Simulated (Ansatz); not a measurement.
The starting structures come from a database of crystals and need not be the phases stable at ambient conditions.

Data:

```
Li4SrP2
1.0
    7.40251     0.00000     0.00000
    2.46750     7.84468     0.00000
    3.70125     0.00000     2.13692
Li Sr P
4 1 2
Direct
  0.57017   0.28950   0.00000
  0.42983   0.71050   0.00000
  0.86202   0.41394   0.00000
  0.13798   0.58606   0.00000
  0.00000   0.00000   0.00000
  0.24547   0.26358   0.00000
  0.75453   0.73642   0.00000
```

Space group of this cell: R-3m. The cell is taken as given; by PBEsol its mean pressure is -1.0 GPa.

Transport runs along the normal of the first two printed cell vectors, the (110) plane of the conventional cell.

No gap correction and no spin-orbit coupling; mid-gap values are interpolated between computed energies.

Problem. Compute, with PBEsol in Ansatz (a program for electronic structure), the band gap and the smallest decay constant κ at mid-gap.

Solution. Gap 0.89 eV on a 14×14×14 mesh; κ = 0.135 1/Å, at the zone centre.
